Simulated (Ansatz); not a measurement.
Short convergence ladders for TaNi3 (Fmm2, 4 atoms in the cell)

```xyz
4
Lattice="0.0000 2.5588 3.7157 2.5540 0.0000 3.7157 2.5540 2.5588 0.0000" Properties=species:S:1:pos:R:3 pbc="T T T"
Ta     0.0000     0.0000     0.0500
Ni     2.5540     2.5588     3.7157
Ni     1.2770     1.2794     1.8578
Ni     3.8310     3.8382     5.5735
```

Base method: PBEsol, default PAW files made with PBE (plane waves; Ansatz, a quantum-chemistry and plane-wave program).

Base settings: basis.ecutwfc = 420 eV; kpoints.mp_grid.grid = 7 7 7; hamiltonian.xc = pbesol; hamiltonian.pseudopotentials = {kind: paw} (the program's default PAW files); scf.occupations.method = fermi_dirac; scf.occupations.width = 0.1 eV.

The count of work is k-points × plane waves × bands × iterations; it is no time. Core times come from one kind of shared machine, to one figure; runs under 30 s give none.

**The cutoff for other potential files**

Level: DFT, PBEsol, plane waves, harder PAW files (source: ansatz) made with PBE.

In this ladder: hamiltonian.pseudopotentials = {kind: paw, source: ansatz}.

The second cell is the first with its lattice scaled by 0.98.

The mesh stays at the base's, so the ladder's end is converged at best in this setting alone.

The first pressure column holds Ansatz's estimate of the finite-basis (Pulay) stress, which hides part of the cutoff error; the other is without it.

Only quantities that move along the ladder and can be compared are tabulated.

```csv
basis.ecutwfc,free energy less the last step's (meV/atom),energy of the compressed cell less the first (meV/atom),pressure (GPa),pressure without the Pulay estimate (GPa),largest difference of a force vector from the last step's (eV/Å),count of work / last,core time / last (rough)
415 eV,7181.64,15.75,1.79,-484.82,0.069,0.11,–
505 eV,1330.10,11.23,-4.77,-115.93,0.021,0.16,–
645 eV,79.49,13.85,-4.26,-14.22,0.001,0.21,0.3
780 eV,3.37,13.48,-4.36,-4.88,0.000,0.28,0.2
920 eV,0.70,13.48,-4.36,-4.38,0.000,0.35,0.4
1105 eV,0.42,13.46,-4.37,-4.38,0.000,0.46,0.5
1380 eV,0.16,13.46,-4.37,-4.37,0.000,0.65,0.6
1840 eV,0.00,13.46,-4.37,-4.37,0.000,1.0,1
```

Coarsest basis.ecutwfc that holds the energy of the compressed cell less the first within 0.5 meV/atom of the last step, with all finer ones: 645 eV, at 0.21 of the last step's count of work and about 0.3 of the last step's time; the step before is off by 2.2 meV/atom.

Coarsest basis.ecutwfc that holds the pressure within 0.2 GPa of the last step, with all finer ones: 645 eV, at 0.21 of the last step's count of work and about 0.3 of the last step's time; the step before is off by 0.40 GPa.

Coarsest basis.ecutwfc that holds the forces within 0.005 eV/Å of the last step, with all finer ones: 645 eV, at 0.21 of the last step's count of work and about 0.3 of the last step's time; the step before is off by 0.021 eV/Å.

The energy difference between the two cells stays within 1 meV/atom of the last step's from 645 eV on, the total only from 920 eV on: much of the error is common to both cells and cancels.

At the lowest cutoff the pressure without the Pulay estimate lies 480 GPa under the last step's, the usual sign of Pulay stress in an incomplete plane-wave basis.

**The density cutoff**

The second cell is the first with its lattice scaled by 0.98.

The mesh stays at the base's, so the ladder's end is converged at best in this setting alone.

Only quantities that move along the ladder and can be compared are tabulated.

| basis.ecutrho_ratio | free energy less the last step's (meV/atom) | energy of the compressed cell less the first (meV/atom) | pressure (GPa) |
|---|---|---|---|
| 2 | -6.56 | 13.63 | -3.82 |
| 3 | -0.09 | 13.26 | -4.42 |
| 4 | 0.00 | 13.26 | -4.43 |
| 5 | 0.00 | 13.26 | -4.43 |
| 6 | 0.00 | 13.26 | -4.43 |
| 8 | 0.00 | 13.26 | -4.43 |
| 10 | 0.00 | 13.26 | -4.43 |
| 12 | 0.00 | 13.26 | -4.43 |
| 16 | 0.00 | 13.26 | -4.43 |

Coarsest basis.ecutrho_ratio that holds the free energy within 1 meV/atom of the last step, with all finer ones: 3; the step before is off by 6.6 meV/atom.

Coarsest basis.ecutrho_ratio that holds the energy of the compressed cell less the first within 0.2 meV/atom of the last step, with all finer ones: 3; the step before is off by 0.37 meV/atom.

Coarsest basis.ecutrho_ratio that holds the pressure within 0.05 GPa of the last step, with all finer ones: 3; the step before is off by 0.61 GPa.

The energy difference between the two cells stays within 1 meV/atom of the last step's from 2 on, the total only from 3 on: much of the error is common to both cells and cancels.

**The relaxed cell against the cutoff**

On TaNi3 (Fmmm, 4 atoms in the cell): atoms on their sites.

In this ladder: relax = cell and atoms.

The mesh stays at the base's, so the ladder's end is converged at best in this setting alone.

Only quantities that move along the ladder and can be compared are tabulated.

| basis.ecutwfc | relaxed volume (Å³/atom) | relaxation steps | core time / last (rough) |
|---|---|---|---|
| 250 eV | 12.428 | 77 | 3 |
| 295 eV | 12.009 | 15 | 0.7 |
| 355 eV | 11.913 | 7 | 0.4 |
| 420 eV | 11.906 | 5 | 0.4 |
| 505 eV | 11.906 | 5 | 0.5 |
| 630 eV | 11.905 | 5 | 0.8 |
| 840 eV | 11.905 | 5 | 1 |

Coarsest basis.ecutwfc that holds the relaxed volume within 0.06 Å³/atom of the last step, with all finer ones: 355 eV, at about 0.4 of the last step's time; the step before is off by 0.10 Å³/atom.

At the lowest cutoff the cell relaxes to a volume 4.4 % larger than at the highest. Ansatz relaxes on a stress corrected for the finite basis.

On the base run: the starting cell comes from a database of computed structures (which also holds hypothetical and non-ambient phases and stackings), without a prior relaxation at this level. Its lattice was rescaled by up to half a per cent. One atom was moved a little off its site on purpose. Spin polarisation is off.

Left out of this page: 1 run of the series stopped by limits of time or memory.

Keys are those of Ansatz 0.2.
